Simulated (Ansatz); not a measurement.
The starting structures come from a database of crystals and need not be the phases stable at ambient conditions.

The decay constant κ of evanescent states in the gap governs leakage through a thin film.

Consider the following.

```
GaO4P
1.0
    4.89632     0.00000     0.00000
   -2.44816    11.87274     0.00000
    2.44816     1.51443     3.96068
Ga P O
3 3 12
Direct
  0.95533   0.50000   0.04467
  0.16667   0.16667   0.28866
  0.37800   0.83333   0.16667
  0.45484   0.00000   0.54516
  0.66667   0.66667   0.78817
  0.87849   0.33333   0.66667
  0.96347   0.37110   0.90313
  0.17117   0.03777   0.55460
  0.97866   0.70443   0.42897
  0.35467   0.62890   0.77873
  0.36986   0.96223   0.90437
  0.16217   0.29557   0.43020
  0.78663   0.10774   0.30060
  0.68718   0.77441   0.90448
  0.84941   0.44107   0.47170
  0.48392   0.89226   0.42885
  0.54670   0.22559   0.86164
  0.64616   0.55893   0.03273
```

Space group of this cell: P3_121. The cell is taken as given.

Transport runs along the normal of the first two printed cell vectors, the (101) plane of the conventional cell.

No gap correction and no spin-orbit coupling; mid-gap values are interpolated between computed energies.

Question: Compute, with Ansatz (an electronic-structure program) with r2SCAN, the band gap and the smallest decay constant κ at mid-gap.

Answer: Gap 5.40 eV on a 8×8×8 mesh; κ = 0.456 1/Å, at the zone centre.
